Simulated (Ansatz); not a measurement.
What pressure −1 GPa does to KMgF3

The reference is KMgF3 in the cubic perovskite structure (space group Pm-3m, No. 221; a = 3.991 Å).

The change: hydrostatic tension (pressure −1 GPa).

All numbers come from PBEsol (Ansatz, a program for electronic structure; PAW; 420 eV plane waves; scalar-relativistic without spin-orbit coupling). Γ-centred 8×8×8 mesh, Fermi–Dirac width 0.05 eV.

The density falls by 0.04 g/cm³ to 3.10 g/cm³ and the lattice parameter a rises by 0.019 Å, from 3.991 Å to 4.010 Å. The shortest interatomic distance goes up by 0.009 Å (1.996 Å → 2.005 Å) and the enthalpy H = E + PV relative to the base's energy amounts to -0.08 eV/atom. The band gap decreases by 0.102 eV, from 7.12 eV to 7.01 eV and the gap character remains indirect, R → Γ. The smallest direct gap shrinks by 0.10 eV to 7.34 eV and the width of the top valence band stays essentially unchanged (0.57 eV against 0.55 eV). The electron mass stays 0.51 mₑ (at Γ).

Final structure:

```
CELL_PARAMETERS angstrom
      4.01022     0.00000     0.00000
      0.00000     4.01022     0.00000
      0.00000     0.00000     4.01022
ATOMIC_POSITIONS crystal
  K  0.50000 0.50000 0.50000
  Mg 0.00000 0.00000 0.00000
  F  0.00000 0.50000 0.00000
  F  0.50000 0.00000 0.00000
  F  0.00000 0.00000 0.50000
```

Load acts through the strain it causes; cell and atoms are relaxed under it. Effective masses come from finite differences of ±0.01 Å⁻¹. No phonon test of stability was made.
